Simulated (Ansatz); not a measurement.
Input:

```yaml
crystal:
  lattice:
    - [0.00000, 2.51678, 2.51678]
    - [2.51678, 0.00000, 2.51678]
    - [2.51678, 2.51678, 0.00000]
  atoms:
    - { symbol: Co, position: [0.00000, 0.00000, 0.00000] }
    - { symbol: Si, position: [0.25000, 0.25000, 0.25000] }
    - { symbol: Si, position: [0.75000, 0.75000, 0.75000] }
```

No spin polarisation.

Level of theory: Ansatz (a first-principles code), r2SCAN, PAW, cutoff 500 eV, no spin-orbit coupling, earlier PAW set. Settings: 19×19×19 k-points, 0.1 eV Fermi–Dirac smearing.

Task: What band gap does the calculation give?

Result: Zero.

Task: What pressure does the calculation give?

Result: 46.1 GPa.

Task: Estimate the space group.

Result: Fm-3m (No. 225).

The cells carry an imposed strain or load. No phonon test of stability was made. The final runs are not spin-polarised. The cell was made from CoSi₂ (space group Fm-3m, No. 225; non-magnetic) by this change: isotropic strain −5.30 %.
